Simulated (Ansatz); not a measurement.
Consider interstitial H in rock-salt TiN, neutral cell. Calculation: PBE, PAW (plane waves to 420 eV; Ansatz, a program for electronic structure).

64-site cell at the relaxed PBE lattice, a 3×3×3 k-point mesh shifted by half a step, smearing 0.10 eV, spin-restricted, no finite-size correction. Energies are static. Sites that were not tried may lie lower. The order of the sites in energy changes with the mesh.

The step: one H atom jumps by itself; the atom moves 1.17 Å along (0.00, 0.00, -0.28) of the unit cell; the moving atom starts with neighbours N at 1.05; 3 Ti at 1.92 Å and ends with N at 1.05; 3 Ti at 1.92 Å. On the band's own sampling the forward barrier is 0.18 eV. Harmonic modes of the moving H atom alone, all others held, come from finite differences of 0.015 Å. The check of the saddle point's order was inconclusive, and it lies on a symmetry element of the cell, where a band can be held.

### Question
Which three frequencies does the atom have at the start and at the saddle point?

### Answer
start 34.9, 34.9, 79.5 THz; saddle point 18.2i, 51.0 and 86.0 THz.

### Question
What attempt frequency and zero-point change of the barrier follow from these modes alone, and what classical rate at 700 K?

### Answer
ν = (34.9 × 34.9 × 79.5) / (51.0 × 86.0) ≈ 22 THz. The zero-point energy changes the barrier by h/2 × (137.1 − 149.2) THz = -0.025 eV. The classical rate is ν exp(−0.18/0.0603) ≈ 1e12 s⁻¹. One atom's modes give a rough prefactor, not that of the whole cell.
